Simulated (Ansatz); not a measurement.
Given:

```
Si
1.0
    3.80621     0.00000     0.00000
    1.90310     3.29627     0.00000
    1.90310    -1.09876     3.15847
Si
2
Cartesian
  1.90310   1.09876   1.58583
  3.80621   2.19752   0.78302
```

No spin polarisation.

Computed with r2SCAN, PAW, 500 eV (Ansatz, a quantum-chemistry and plane-wave program; without spin-orbit coupling). k-mesh 10×10×10 (Γ-centred); smearing 0.05 eV (Fermi–Dirac).

Task: Estimate the gap character.

Result: Indirect, Γ → F–Γ (13 % along).

Task: What pressure (mean of the normal stresses, compression positive) does the calculation give?

Result: 18.0 kbar.

Task: What valence-band top at Γ (three highest levels, from the VBM) does the calculation give?

Result: 0.00, 0.00, -0.16 eV.

The cells carry an imposed strain or load. No phonon test of stability was made. The cell was made from Si in the diamond structure (space group Fd-3m, No. 227) by this change: biaxial strain −1.13 %, plane normal [111], relaxed out of plane.
